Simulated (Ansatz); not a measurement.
# TlInTe2, carrier doping

Start from TlInTe₂ (space group I4/mcm, No. 140; a = 8.4029 Å, c = 7.1326 Å).

Carriers are added at fixed cell with a uniform background; the Fermi–Dirac width is that of 300 K.

Level of theory: Ansatz (an electronic-structure program) PBEsol, without spin-orbit coupling.

Candidates:
(a) holes 2.0×10^21 cm⁻³
(b) electrons 7.0×10^21 cm⁻³
(c) electrons 3.0×10^21 cm⁻³
(d) electrons 2.0×10^21 cm⁻³

Notes on the quantities. Fermi level from band edge: Fermi level relative to the doped band's edge (positive inside the band; to 0.05 eV).

Q: Order them by Fermi level from band edge, highest first.

A: (b) electrons 7.0×10^21 cm⁻³ (+0.85 eV), (a) holes 2.0×10^21 cm⁻³ (+0.70 eV), (c) electrons 3.0×10^21 cm⁻³ (+0.55 eV), (d) electrons 2.0×10^21 cm⁻³ (+0.45 eV)

Carriers are added with a uniform compensating background; total energy and stress of such cells depend on the potential's zero and are not compared; many-body gap narrowing is missing at this level. No phonon test of stability was made. The final runs are not spin-polarised.
